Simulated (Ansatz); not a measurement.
# SiO2: band gap against strain

SiO2 (rutile, P4_2/mnm, 7.657 Å³/atom and stress up to 0.01 GPa in the relaxed cell, c along z) under a strain ε along a (axis x), the other axes held. LDA in Ansatz, a plane-wave DFT program (PAW, default set), 420 eV, 8×8×12 Γ-centred mesh, Fermi-Dirac smearing 0.05 eV; ions are relaxed, or left where forces stay under 0.02 eV/Å, within the symmetry of each cell. Gaps are the smallest over the k-mesh and a band path, without spin-orbit coupling; in all rows the valence edge lies at Γ and the conduction edge at Γ.

Here s stands for strain and Eg for gap.

```
strain (%)  gap (eV)
----------  --------
0.00           5.809
0.60           5.723
1.20           5.641
1.80           5.562
3.00               ?
```

Fit Eg of the 4 rows that show it with a straight line. Means: s 0.90000, Eg 5.6838. About the means, the sum of products is -0.24690 and the sum of squares of s is 1.8000; the slope is their ratio. Least squares gives Eg = 5.8072 - 0.13717·s. Residuals (row less fit): 0.0018, -0.0019, -0.0016, 0.0017; standard error 0.0025 (degrees of freedom: 2). Over these rows the gap moves by -13.7 ± 0.2 eV per unit strain.

Task: Estimate the missing Eg (s = 3.00); what did the run itself give?

Result: Eg = 5.8072 - 0.13717 × 3.0 = 5.3957 eV. The calculation gives 5.414 eV, 0.0183 eV above the prediction (4.6 % of the range of Eg in the table). The row lies outside the fitted rows, so this is an extrapolation. From the scatter of the fitted rows alone, a prediction at this place has a standard error of 0.0048 eV, so the miss is 3.8 times that.

A polynomial of degree 2 through the 5 other runs of the series gives 5.415 there, so most of the miss is curvature that the fit leaves out. SiO2 is here stishovite, a high-pressure form. Rows are the converged runs of the series near zero and its far end; series whose fitted rows scatter by over a few per cent of the range, as at a crossing or softening among them, aren't shown in this form, nor equations of state whose B0' disagrees with the runs' pressures. Most that stay on the fit to the last digits aren't either.
